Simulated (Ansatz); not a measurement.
Input and output of a self-consistent single point for ZrV2Ga4 (I4mm, 7 atoms in the cell) (Ansatz, an electronic-structure program).

Method of the run: PBEsol, default PAW files made with PBE (plane waves; Ansatz).

```xyz
7
Lattice="-3.2012 3.2012 2.5684 3.2012 -3.2012 2.5684 3.2012 3.2012 -2.5684" Properties=species:S:1:pos:R:3 pbc="T T T"
Zr     0.0000     0.0000     0.0500
V      0.0000     3.2012     1.2842
V      3.2012     0.0000     1.2842
Ga     1.9403     1.9403     0.0000
Ga     1.2609     1.2609     2.5684
Ga     1.2609    -1.2609     2.5684
Ga    -1.2609     1.2609     2.5684
```

Reference input (self-consistent single point, DFT, PBEsol, plane waves, default PAW files made with PBE): basis.ecutwfc = 420 eV; kpoints.mp_grid.grid = 4 4 4; hamiltonian.xc = pbesol; hamiltonian.pseudopotentials = {kind: paw} (the program's default PAW files); scf.occupations.method = fermi_dirac; scf.occupations.width = 0.1 eV. This run's input differs from it in these lines:

Ansatz 0.2 input:
```diff
@@ -15,3 +15,3 @@
 basis:
-  ecutwfc: 420.0
+  ecutwfc: 735.0
 kpoints:
```

Output, abridged:

```
SCF iter   1: F=—  HF=-24875.286705 eV  |F-HF|=—  |Δ(HF+E_count)|=         —  Δρ=1.15e-2  dr2=1.80e-1  ethr=1.77e-3  ⟨swp⟩=6.5  Hψ=2662  notcnv=0
all-band conjugate gradients solve this SCF's bands
preconditioner: auto → Kerker (q_TF=auto, 2.658 Å⁻¹)
SCF iter   2: F=—  HF=-24875.267695 eV  |F-HF|=—  |Δ(HF+E_count)|=   1.90e-2  Δρ=4.96e-3  dr2=3.96e-2  ethr=2.00e-4  ⟨swp⟩=2.0  Hψ=1520  notcnv=0
SCF iter   3: F=—  HF=-24875.264206 eV  |F-HF|=—  |Δ(HF+E_count)|=   3.49e-3  Δρ=7.74e-4  dr2=6.92e-4  ethr=4.40e-5  ⟨swp⟩=2.0  Hψ=772  notcnv=0
SCF iter   4: F=—  HF=-24875.264049 eV  |F-HF|=—  |Δ(HF+E_count)|=   1.57e-4  Δρ=4.02e-4  dr2=1.33e-4  ethr=7.68e-7  ⟨swp⟩=2.1  Hψ=1290  notcnv=0
SCF iter   5: F=—  HF=-24875.264033 eV  |F-HF|=—  |Δ(HF+E_count)|=   1.57e-5  Δρ=1.21e-4  dr2=1.31e-5  ethr=1.48e-7  ⟨swp⟩=2.0  Hψ=1234  notcnv=0
SCF iter   6: F=—  HF=-24875.264012 eV  |F-HF|=—  |Δ(HF+E_count)|=   2.09e-5  Δρ=2.61e-5  dr2=8.98e-7  ethr=1.46e-8  ⟨swp⟩=2.1  Hψ=1250  notcnv=0
SCF iter   7: F=-24875.264012 eV  HF=-24875.264012 eV  |F-HF|=1.46e-8  |Δ(HF+E_count)|=   1.43e-7  Δρ=4.84e-6  dr2=1.78e-8  ethr=1.11e-10  ⟨swp⟩=7.2  Hψ=3644  notcnv=0
SCF 1 converged in 7 iterations: F = -24875.264012 eV  dr2 = 1.78e-8
Free energy (F): -24875.264012 eV
Internal energy: -24875.156904 eV  (E = F + TS)
E sigma→0 (E₀):  -24875.210458 eV
Entropy (-TS):   -0.107108 eV (-15.301 meV/atom)
Fermi energy:    14.647506 eV
--- Forces (eV/Å), atoms counted from 1 ---
  atom   1  Zr     0.00000000     0.00000000    -0.27808844
  atom   2  V      0.00000000    -0.00000000     0.07943715
  atom   3  V     -0.00000000    -0.00000000     0.07943715
  atom   4  Ga    -0.03440698    -0.03440698     0.02980483
  atom   5  Ga     0.03440698     0.03440698     0.02980483
  atom   6  Ga     0.03440698    -0.03440698     0.02980483
  atom   7  Ga    -0.03440698     0.03440698     0.02980483
--- Stress (GPa, compression-positive) ---
       -0.281156      -0.000000       0.000000
       -0.000000      -0.281156       0.000000
        0.000000      -0.000000      -0.544678
  P = ⅓ Tr σ = -0.3690 GPa (-3.690 kbar)
  The stress holds the Pulay correction. Without it, at fixed plane waves, as pw.x and ABINIT print it: P = -0.3723 GPa
```

The run converged in 7 iterations. Against the reference run the free energy goes down by 1.3 meV/atom, the pressure moves little (-0.36 to -0.37 GPa) and the largest force stays at 0.278 eV/Å.

The starting cell comes from a database of computed structures (which also holds hypothetical and non-ambient phases and stackings), without a prior relaxation at this level. Its lattice was rescaled by up to half a per cent. One atom was moved a little off its site on purpose. Spin polarisation is off. Ansatz's pressure includes its estimate of the finite-basis (Pulay) stress.
